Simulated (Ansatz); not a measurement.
# TiTe2 in the CdI2 type structure (space group P-3m1, No. 164; layered, stacked along the Cartesian z axis)

```
CELL_PARAMETERS angstrom
      3.69700     0.00000     0.00000
     -1.84850     3.20170     0.00000
      0.00000     0.00000     6.38417
ATOMIC_POSITIONS crystal
  Ti 0.00000 0.00000 0.00000
  Te 0.33333 0.66667 0.27109
  Te 0.66667 0.33333 0.72891
```

Level of theory: DFT with PBE-D3(BJ), PAW potentials and a 420 eV plane-wave cutoff in Ansatz (a first-principles code), no spin-orbit coupling. Settings: 15×15×8 k-points, 0.05 eV Fermi–Dirac smearing.

| Property | Value |
|---|---|
| Volume per atom | 25.19 Å³ |
| Density | 6.66 g/cm³ |
| Band gap | zero |
| Total energy | -5487.727 eV/atom (σ→0; compares only within this code and set-up) |

Stability against distortions was not tested. The final runs are not spin-polarised.
